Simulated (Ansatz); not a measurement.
Be has the hexagonal space group P6₃/mmc (No. 194), the hcp (Mg type) structure, Pearson symbol hP2. Conventional cell: a = 2.269 Å, b = 2.269 Å, c = 3.551 Å, α = 90.00°, β = 90.00°, γ = 120.00°. Be on 2d has 12 Be at 2.206–2.269 Å (anticuboctahedral). (Neighbours: up to the widest gap in distance over summed covalent radii, below 1.35, at either atom.)

Problem. By how much do the lattice constants and the volume change from 300 K to 625 K (the quasi-harmonic free energy, DFT at the r2SCAN level (Ansatz, an electronic-structure program)), and how far does the bulk modulus soften?

Solution. a by 0.46 %, c by 0.40 %, the volume by 1.32 %; B_T goes from 118 to 112 GPa. No phase change or melting is allowed for: the numbers belong to this structure as given.

The PAW data sets were generated under PBE and serve the other functionals too.
